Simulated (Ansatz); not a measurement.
WSe2: response to strain

Base system: WSe2 in the 2H-MoS2 type structure (space group P6_3/mmc, No. 194; a = 3.2790 Å, c = 12.7858 Å; layered, stacked along the Cartesian z axis). Axes: x lies along a and z along c of the hexagonal cell.

Strains are applied to the cell and any free atomic positions relax; under biaxial strain the out-of-plane vector relaxes too.

All numbers come from PBE-D3(BJ) (Ansatz, an electronic-structure program), without spin-orbit coupling, earlier PAW set.

Candidates:
(a) biaxial strain −0.44 %, plane normal [001], relaxed out of plane
(b) isotropic strain +3.31 %
(c) biaxial strain +2.88 %, plane normal [001], relaxed out of plane

For the base:

| Property | Value |
|---|---|
| Band gap | 0.87 eV |

Question: Order them by band gap, highest first.

Answer: (b) isotropic strain +3.31 % (0.90 eV), (a) biaxial strain −0.44 %, plane normal [001], relaxed out of plane (0.88 eV), (c) biaxial strain +2.88 %, plane normal [001], relaxed out of plane (0.83 eV)

With W present, leaving out spin-orbit coupling can change the band edges. Gaps are read on the SCF mesh and a high-symmetry path. Stability against distortions was not tested.
